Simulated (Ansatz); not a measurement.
## KTaO3: pressure series

Base system: KTaO$_{3}$ in the cubic perovskite structure (space group Pm-3m, No. 221; a = 3.9520 Å).

Cell and atoms are relaxed at each pressure.

Method: LDA (Ansatz, an electronic-structure program, PAW, without spin-orbit coupling).

| variant | band gap | smallest direct gap | lattice parameter a |
|---|---|---|---|
| base | 2.13 eV | 2.73 eV | 3.952 Å |
| pressure −2 GPa | (withheld) | 2.72 eV | (withheld) |
| pressure −1 GPa | 2.12 eV | 2.72 eV | 3.958 Å |
| pressure 0.3 GPa | 2.13 eV | 2.73 eV | 3.950 Å |
| pressure 0.7 GPa | 2.14 eV | 2.73 eV | 3.948 Å |
| pressure 1.5 GPa | 2.14 eV | 2.74 eV | 3.943 Å |
| pressure 3 GPa | 2.16 eV | 2.75 eV | 3.934 Å |
| pressure 5 GPa | 2.17 eV | 2.75 eV | 3.923 Å |
| pressure 7.5 GPa | 2.19 eV | 2.77 eV | 3.910 Å |
| pressure 10 GPa | 2.21 eV | 2.78 eV | 3.897 Å |

Task: Fill in the withheld entries from the trend.

Result: 
- pressure −2 GPa, band gap: 2.11 eV
- pressure −2 GPa, lattice parameter a: 3.964 Å

Spin-orbit coupling, missing from the scalar runs, can matter with Ta. Load acts through the strain it causes; cell and atoms are relaxed under it. No phonon test of stability was made. No other phases were tried under pressure.
